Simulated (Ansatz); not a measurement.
Pair distribution function (Si-Si) of NiSi2 (fluorite type), cell Si64Ni32, with the crystal as the starting point [in the run: it stayed crystalline; mean temperature 624 K (target 640 K); density 4.59 g/cm³, volume +5 % from the start crystal's; one k-point, which a denser mesh shifts by -0.3 GPa in pressure and 0.04 eV/Å in forces], from MD at 624 K. All values below come from PBE (plane waves, PAW; Ansatz, a quantum-chemistry and plane-wave program). Volume per atom 13.84 Å³, mean pressure 0.1 GPa. 

(r (Å), g(r)): (1.50, 0.00); (1.54, 0.00); (1.58, 0.00); (1.62, 0.00); (1.66, 0.00); (1.70, 0.00); (1.74, 0.00); (1.78, 0.00); (1.82, 0.00); (1.86, 0.00); (1.90, 0.00); (1.94, 0.00); (1.98, 0.00); (2.02, 0.00); (2.06, 0.00); (2.10, 0.00); (2.14, 0.00); (2.18, 0.00); (2.22, 0.00); (2.26, 0.00); (2.30, 0.00); (2.34, 0.02); (2.38, 0.07); (2.42, 0.17); (2.46, 0.38); (2.50, 0.79); (2.54, 1.40); (2.58, 2.04); (2.62, 2.79); (2.66, 3.33); (2.70, 3.74); (2.74, 3.78); (2.78, 3.58); (2.82, 3.15); (2.86, 2.55); (2.90, 1.88); (2.94, 1.33); (2.98, 0.79); (3.02, 0.53); (3.06, 0.27); (3.10, 0.14); (3.14, 0.08); (3.18, 0.04); (3.22, 0.02); (3.26, 0.01); (3.30, 0.00); (3.34, 0.00); (3.38, 0.00); (3.42, 0.01); (3.46, 0.03); (3.50, 0.06); (3.54, 0.15); (3.58, 0.31); (3.62, 0.55); (3.66, 0.99); (3.70, 1.57); (3.74, 2.19); (3.78, 2.98); (3.82, 3.51); (3.86, 3.80); (3.90, 3.87); (3.94, 3.52); (3.98, 3.00); (4.02, 2.25); (4.06, 1.63); (4.10, 1.09); (4.14, 0.62); (4.18, 0.34); (4.22, 0.18); (4.26, 0.08); (4.30, 0.04); (4.34, 0.03); (4.38, 0.04); (4.42, 0.08); (4.46, 0.15); (4.50, 0.28); (4.54, 0.48); (4.58, 0.75); (4.62, 1.03); (4.66, 1.38); (4.70, 1.57); (4.74, 1.71); (4.78, 1.69); (4.82, 1.53); (4.86, 1.24); (4.90, 0.96); (4.94, 0.68); (4.98, 0.44); (5.02, 0.27); (5.06, 0.16)

Q: State where the first shell ends and the number of neighbours in it.

A: g is nil from 3.3 to 3.4 Å, so any cut there serves; 6.0 Si round each Si in the shell, from n = 4πρ∫r²g(r)dr.
